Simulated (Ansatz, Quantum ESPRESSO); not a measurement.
Code comparison for SiO2 (P4_2/mnm, 6 atoms in the cell)

Zone-centre phonon calculation.

```yaml
crystal:
  lattice:
    - [4.22222, 0.00000, 0.00000]
    - [0.00000, 4.22222, 0.00000]
    - [0.00000, 0.00000, 2.69697]
  atoms:
    - { symbol: Si, position: [0.00000, 0.00000, 0.00000] }
    - { symbol: Si, position: [0.50000, 0.50000, 0.50000] }
    - { symbol: O, position: [0.30600, 0.30600, 0.00000] }
    - { symbol: O, position: [0.80600, 0.19400, 0.50000] }
    - { symbol: O, position: [0.19400, 0.80600, 0.50000] }
    - { symbol: O, position: [0.69400, 0.69400, 0.00000] }
```

Shared settings, as Ansatz (a quantum-chemistry and plane-wave program) writes them: kpoints.mp_grid.grid = 5 5 8; scf.occupations.method = fermi_dirac; scf.occupations.width = 0.05 eV. Potentials and cutoffs stand in the table.

```tsv
code	model	highest zone-centre frequency, without LO-TO term (cm⁻¹)	cutoff
Ansatz	PBE, default PAW files	908	420 eV
Quantum ESPRESSO	PBE, GBRV 1.5 ultrasoft (PBE) pseudopotentials	911	40 Ry
```

The spread over the programs that give each value: highest zone-centre frequency, without LO-TO term within 3.0 cm⁻¹.

The starting cell has typed, rounded lattice constants, without a prior relaxation at this level. Its lattice was rescaled by a random factor within 2.5 % of one.

Keys are those of Ansatz 0.2.
